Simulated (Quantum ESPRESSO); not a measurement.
Troubleshooting Quantum ESPRESSO: a failed run on HfO2 (P1, 3 atoms in the cell). The aim is a self-consistent single point with DFT, LDA (PZ), plane waves, GBRV 1.5 ultrasoft (LDA) pseudopotentials.

Cell that was meant: a = 3.5583 Å, b = 3.5583 Å, c = 3.5583 Å, α = 60.00°, β = 60.00°, γ = 60.00°.

Part of the input:

```fortran
   0.00000000     2.51608000     2.51608000
   2.51608000     0.00000000     2.51608000
   2.51608000     2.51608000     0.00000000
ATOMIC_POSITIONS fractional
Hf    0.00312497    0.02350019    0.00318536
O     3.75108780    3.77650021    3.77031569
O     1.27794722    1.23215960    1.25865896
```

Output, abridged:

```
     This program is part of the open-source Quantum ESPRESSO suite
     for quantum simulation of materials; please cite

 %%%%%%%%%%%%%%%%%%%%%%%%%%%%%%%%%%%%%%%%%%%%%%%%%%%%%%%%%%%%%%%%%%%%%%%%%%%%%%
     Error in routine read_cards (1):
     unknown option for ATOMIC_POSITION: ATOMIC_POSITIONS FRACTIONAL
 %%%%%%%%%%%%%%%%%%%%%%%%%%%%%%%%%%%%%%%%%%%%%%%%%%%%%%%%%%%%%%%%%%%%%%%%%%%%%%

     stopping ...
```

### Question
Read the log: what does the program object to, and what is the fix?

### Answer
The fault is a value that the program does not know. The key takes a closed list of words, and names differ between codes. To fix it, use one of the words that the key accepts. The program stopped before any SCF iteration.

The sound input it was made from differs as follows (other fixes are possible):
```diff
-ATOMIC_POSITIONS fractional
+ATOMIC_POSITIONS angstrom
```

With that input, the run converged in 13 iterations: free energy E − TS -3042.9885 eV; top of the valence band (on the code's own zero) 12.40 eV; gap on the k-point mesh 3.79 eV; pressure -6.95 GPa; largest force (vector length) 0.564 eV/Å (DFT, LDA (PZ), plane waves, GBRV 1.5 ultrasoft (LDA) pseudopotentials).

On the sound input: the starting cell comes from a database of computed structures (which also holds hypothetical and non-ambient phases and stackings), without a prior relaxation at this level. Its atoms were displaced at random from the sites of space group no. 225. Spin-orbit coupling is off. With a pressure of about -7 GPa the cell is away from its equilibrium volume at this level.
